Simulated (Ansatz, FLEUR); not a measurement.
A FLEUR input for a self-consistent single point of AlNi (Pm-3m, 2 atoms in the cell) (DFT, LDA (Perdew-Zunger), all-electron FLAPW (FLEUR), scalar-relativistic valence):

Input of the input generator:

```
AlNi FLAPW
&input film=f /
5.4175783479 0.0000000000 0.0000000000
0.0000000000 5.4175783479 0.0000000000
0.0000000000 0.0000000000 5.4175783479
1.0
1.0 1.0 1.0

2
13 0.5000000000 0.5000000000 0.5000000000
28 0.0000000000 0.0000000000 0.0000000000

&comp jspins=1 /
&exco xctyp='pz' /
&kpt div1=11 div2=11 div3=11 /
&end /
```

```xml
<?xml version="1.0" encoding="UTF-8" standalone="no"?>
<fleurInput fleurInputVersion="0.39">
   <comment>
      AlNi FLAPW                                                                                          
   </comment>
   <calculationSetup>
      <cutoffs Kmax="4.6" Gmax="18.4" GmaxXC="18.4" numbands="0"/>
      <scfLoop itmax="100" minDistance="0.00001" maxIterBroyd="15" imix="Anderson" alpha="0.05" precondParam="0.0" spinf="2.0"/>
      <coreElectrons ctail="T" frcor="F" kcrel="0" coretail_lmax="0"/>
      <xcFunctional name="pz" relativisticCorrections="F"/>
      <magnetism jspins="1"/>
      <soc l_soc="F" theta="0.0" phi="0.0" spav="F"/>
      <expertModes spex="0" secvar="F"/>
      <geometryOptimization l_f="T" forcealpha="1.0" forcemix="BFGS" epsdisp="0.00001" epsforce="0.00001"/>
      <ldaU l_linMix="F" mixParam="0.05" spinf="1.0"/>
   </calculationSetup>
   <cell>
      <bzIntegration valenceElectrons="19.0" mode="gauss" fermiSmearingEnergy="0.00499791">
         <kPointListSelection listName="default-1"/>
         <!-- k-points included here -->
         <xi:include xmlns:xi="http://www.w3.org/2001/XInclude" href="kpts.xml"> </xi:include>
      </bzIntegration>
      <!-- symmetry operations included here -->
      <xi:include xmlns:xi="http://www.w3.org/2001/XInclude" href="sym.xml"> </xi:include>
      <bulkLattice scale="1.0">
         <bravaisMatrix>
            <row-1>    5.4175783479000001     0.0000000000000000     0.0000000000000000</row-1>
            <row-2>    0.0000000000000000     5.4175783479000001     0.0000000000000000</row-2>
            <row-3>    0.0000000000000000     0.0000000000000000     5.4175783479000001</row-3>
         </bravaisMatrix>
      </bulkLattice>
   </cell>
   <atomSpecies>
      <species name="Aluminum (Al)" element="Al" atomicNumber="13">
         <mtSphere radius="1.73" gridPoints="599" logIncrement="0.019"/>
         <atomicCutoffs lmax="8" lnonsphr="6"/>
         <electronConfig flipSpins="F">
            <coreConfig>(1s1/2) (2s1/2) (2p1/2) (2p3/2)</coreConfig>
            <valenceConfig>(3s1/2) (3p1/2) (3p3/2)</valenceConfig>
            <stateOccupation state="(3p1/2)" spinUp="0.1666666666667" spinDown="0.1666666666667"/>
            <stateOccupation state="(3p3/2)" spinUp="0.3333333333333" spinDown="0.3333333333333"/>
         </electronConfig>
         <energyParameters s="3" p="3" d="3" f="4"/>
      </species>
      <species name="Nickel (Ni)" element="Ni" atomicNumber="28">
         <mtSphere radius="2.53" gridPoints="873" logIncrement="0.014"/>
         <atomicCutoffs lmax="10" lnonsphr="8"/>
         <electronConfig flipSpins="F">
            <coreConfig>(1s1/2) (2s1/2) (2p1/2) (2p3/2) (3s1/2)</coreConfig>
            <valenceConfig>(3p1/2) (3p3/2) (4s1/2) (3d3/2) (3d5/2)</valenceConfig>
            <stateOccupation state="(3d3/2)" spinUp="1.6" spinDown="1.6"/>
            <stateOccupation state="(3d5/2)" spinUp="2.4" spinDown="2.4"/>
         </electronConfig>
         <energyParameters s="4" p="4" d="3" f="4"/>
         <lo type="SCLO" l="1" n="3" eDeriv="0"/>
      </species>
   </atomSpecies>
   <atomGroups>
      <atomGroup species="Aluminum (Al)">
         <relPos label="                   1">1.000/2.000 1.000/2.000 1.000/2.000</relPos>
         <force calculate="T" relaxXYZ="TTT"/>
      </atomGroup>
      <atomGroup species="Nickel (Ni)">
         <relPos label="                   2">.0000000000 .0000000000 .0000000000</relPos>
         <force calculate="T" relaxXYZ="TTT"/>
      </atomGroup>
   </atomGroups>
   <output dos="F" band="F" slice="F">
      <checks vchk="F" cdinf="F"/>
      <bandDOS minEnergy="-.5*Htr" maxEnergy="0.5*Htr" sigma="0.015" storeEVData="T"/>
      <vacuumDOS vacdos="F" integ="F" star="F" nstars="0" locx1="0.0" locy1="0.0" locx2="0.0" locy2="0.0" nstm="0" tworkf="0.0"/>
      <unfoldingBand unfoldBand="F" supercellX="1" supercellY="1" supercellZ="1"/>
      <plotting iplot="0" polar="F">
         <plot TwoD="T" vec1="  1.0  0.0  0.0" vec2="  0.0  1.0  0.0" vec3="  0.0  0.0  1.0" zero="  0.0  0.0  0.0" file="plot"/>
      </plotting>
      <chargeDensitySlicing numkpt="0" minEigenval="0.0" maxEigenval="0.0" nnne="0" pallst="F"/>
      <specialOutput eonly="F"/>
      <magneticCircularDichroism mcd="F" energyLo="-10.0" energyUp="0.0"/>
   </output>
  <!-- We include the file relax.xml here to enable relaxations (see documentation) -->
  <xi:include xmlns:xi="http://www.w3.org/2001/XInclude" href="relax.xml"> <xi:fallback/> </xi:include>
</fleurInput>
```

Q: Translate this input to Ansatz (a quantum-chemistry and plane-wave program).

A: One input that does it (others would too):

Ansatz 0.2 input:
```yaml
# AlNi
crystal:
  lattice:
    - [2.866859, 0.000000, 0.000000]
    - [0.000000, 2.866859, 0.000000]
    - [0.000000, 0.000000, 2.866859]
  atoms:
    - { symbol: Al, position: [0.500000, 0.500000, 0.500000] }
    - { symbol: Ni, position: [0.000000, 0.000000, 0.000000] }
basis:
  ecutwfc: 30.9 Ry
kpoints:
  mp_grid: { grid: [11, 11, 11] }
hamiltonian:
  xc: lda
  pseudopotentials: { kind: paw }
scf:
  occupations: { method: gaussian, width: 0.01 Ry }
output:
  forces: true
  eigenvalues: true
  stress: true
```

Basis, cutoffs, solver keys and any potentials are the target program's own. This input uses DFT, LDA (PW92), plane waves, default PAW files made with PBE. LDA parametrisations can differ slightly between programs. The width in Ry is rounded to four decimals.

The starting cell comes from a database of computed structures (which also holds hypothetical and non-ambient phases and stackings), without a prior relaxation at this level. Its lattice was rescaled by a random factor within 2.5 % of one.
